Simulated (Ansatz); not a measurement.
Take W in the bcc (W type) structure (space group Im-3m, No. 229; a = 3.135 Å; relaxed with 0.1 eV smearing) as the base.

Level of theory: LDA in Ansatz (plane waves to 420 eV, PAW, scalar-relativistic without spin-orbit coupling).

Before the change:

| Quantity | Value |
|---|---|
| Pressure | 0.0 GPa |
| Band gap | zero |

Modification: the cell is scaled by 0.9900 in all directions, atoms relaxed at fixed cell.

Problem. Estimate the effect on the pressure, energy relative to the base and band gap.

Solution. The pressure goes from zero to 10.8 GPa; the energy rises by 15 meV/atom; the band gap is still zero.

The cells carry an imposed strain or load. Whether these cells are dynamically stable was not tested. All final runs are without spin polarisation.

Ansatz is an electronic-structure program.
